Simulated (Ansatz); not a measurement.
Consider Ge in the diamond structure (space group Fd-3m, No. 227; a = 5.674 Å). Axes: x, y, z lie along the cube axes.

Method: r2SCAN/PAW in Ansatz (a first-principles code), spin-orbit coupling left out.

Strains are applied to the cell and any free atomic positions relax; under stress the whole cell relaxes.

One change was made to it. Results:

```csv
quantity,base,after
energy relative to the base (free energy F),0 meV/atom,+0.4 meV/atom
band gap,0.36 eV,0.39 eV
```

Task: Which change produced these results?
(A) tensor shear ε_xz = −3.75 %
(B) uniaxial strain ε_xx = −0.64 %
(C) uniaxial stress, 2 GPa tension along z
(D) isotropic strain −0.32 %

Result: B, uniaxial strain ε_xx = −0.64 %. For comparison, the band gap in the other runs: uniaxial stress, 2 GPa tension along z gives 0.19 eV; isotropic strain −0.32 % gives 0.45 eV; tensor shear ε_xz = −3.75 % gives zero.

The mesh was chosen for an insulator and is coarse for the gapless case. Beyond what the load breaks, stability against distortions was not tested. A zero or small gap of Ge under uniaxial stress, 2 GPa tension along z and Ge under tensor shear ε_xz = −3.75 % can be the functional's error rather than a property of the material.
